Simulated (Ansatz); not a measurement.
Al in the fcc (Cu type) structure (space group Fm-3m, No. 225)

Al is taken in the cubic space group Fm-3m (No. 225), the fcc (Cu type) structure, Pearson symbol cF4. Lattice parameters: a = 4.0143 Å, b = 4.0143 Å, c = 4.0143 Å, α = 90.00°, β = 90.00°, γ = 90.00°. Al on 4a has 12 Al at 2.839 Å (cuboctahedral). (Neighbours: up to the widest gap in distance over summed covalent radii, below 1.35, at either atom.)
(The calculation used a cell of 1 atom; values per cell refer to that cell.)

The values are results of PBEsol, PAW, 420 eV (Ansatz, a quantum-chemistry and plane-wave program; without spin-orbit coupling), not measurements. k-mesh 20×20×20 (Γ-centred); smearing 0.05 eV (Fermi–Dirac).

The volume per atom is 16.17 Å³, the density is 2.77 g/cm³ and the band gap comes out as zero. The total energy is -524.548 eV/atom (σ→0; compares only within this code and set-up).

Whether these cells are dynamically stable was not tested.
